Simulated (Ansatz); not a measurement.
1T (CdI2-type) PtTe2 was calculated with PBE in Ansatz (PAW).

Numerical settings: plane-wave cutoff 520 eV, 18×18×12 k mesh (along the axes of the cell as run), Fermi–Dirac smearing 0.05 eV, scalar-relativistic PAW data made under PBE.

Cell (relaxed at this level):

```xyz
3
Lattice="2.0444 -3.5410 0.0000 2.0444 3.5410 0.0000 0.0000 0.0000 5.3810" Properties=species:S:1:pos:R:3 pbc="T T T"
Te     2.0444     1.1803     1.3629
Te     2.0444    -1.1803     4.0181
Pt     0.0000     0.0000     0.0000
```

Q: Predict the bulk modulus and pressure derivative B′ of the bulk modulus.

A: 
* **bulk modulus**: 33.0 GPa
* **pressure derivative B′ of the bulk modulus**: 16.0

The run finds no gap.

Note: for a layered or molecular solid the relaxed cell lies over 5 % above the published volume, where the minimum can be shallow; the cell comes from a level without a dispersion term, which matters for the spacing of layers, chains or molecules; the bulk modulus comes from volumes at which shape and atoms were relaxed.

Spin–orbit coupling is not included.

Computed values are for the static lattice.

Ansatz is an electronic-structure program.
